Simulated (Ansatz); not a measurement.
Take HfS$_{2}$ in the CdI2 type structure (space group P-3m1, No. 164; layered, stacked along the Cartesian z axis) as the base.

```yaml
crystal:
  lattice:
    - [3.54747, 0.00000, 0.00000]
    - [-1.77373, 3.07220, 0.00000]
    - [0.00000, 0.00000, 5.57685]
  atoms:
    - { symbol: Hf, position: [0.00000, 0.00000, 0.00000] }
    - { symbol: S, position: [0.66667, 0.33333, 0.26190] }
    - { symbol: S, position: [0.33333, 0.66667, 0.73810] }
```

Cartesian axes are those of the cell as printed.

The values are results of DFT with PBEsol-D3(BJ), PAW potentials and a 420 eV plane-wave cutoff in Ansatz (a first-principles code), without spin-orbit coupling, not measurements.

Before the change:

- Smallest direct gap: 1.50 eV
- Band gap: 0.45 eV

Now apply this change: the cell is compressed by 0.50 % along x with no lateral relaxation; the atoms relax in the strained cell.

Task: Estimate the effect on the smallest direct gap and band gap.

Result: The smallest direct gap falls by 0.03 eV to 1.47 eV; the band gap decreases by 0.04 eV, from 0.45 eV to 0.41 eV.

With Hf present, leaving out spin-orbit coupling can change the band edges. Stability against distortions was not tested.
